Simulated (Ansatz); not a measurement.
## Ga2O3: biaxial strain +2.25 %, plane normal [001], relaxed out of plane

Start from Ga₂O₃ in the corundum structure (space group R-3c, No. 167; a = 5.000 Å, c = 13.449 Å (hexagonal axes)). Axes: x lies along a and z along c of the hexagonal cell.

Perturbation: tensile biaxial strain of 2.25 % in the plane normal to [001], as in epitaxy on a mismatched substrate; the out-of-plane cell vector and the atoms relax.

Computed with PBEsol/PAW in Ansatz (a first-principles code), no SOC. k-mesh 8×8×8 (Γ-centred); smearing 0.05 eV (Fermi–Dirac).

* **Volume per atom**: 9.98 Å³ (base 9.71 Å³)
* **Space group**: R-3c (No. 167) (base R-3c (No. 167))
* **Shortest interatomic distance**: 1.955 Å (base 1.931 Å)
* **Energy relative to the base (free energy F)**: +14 meV/atom
* **Band gap**: 2.29 eV (base 2.70 eV)
* **Smallest direct gap**: 2.47 eV (base 2.95 eV)
* **Width of the top valence band**: 0.52 eV (base 0.45 eV)
* **Electron mass**: 0.20 mₑ (at Γ) (base 0.22 mₑ (at Γ))
* **Out-of-plane strain**: -1.64 %
* **Ratio −ε⊥/ε∥**: 0.73

Cost of the whole job for the changed cell (relaxation, final SCF and bands): about 2.4 core-minutes (a rough figure).

Effective masses come from finite differences of ±0.01 Å⁻¹. Stability against distortions was not tested.
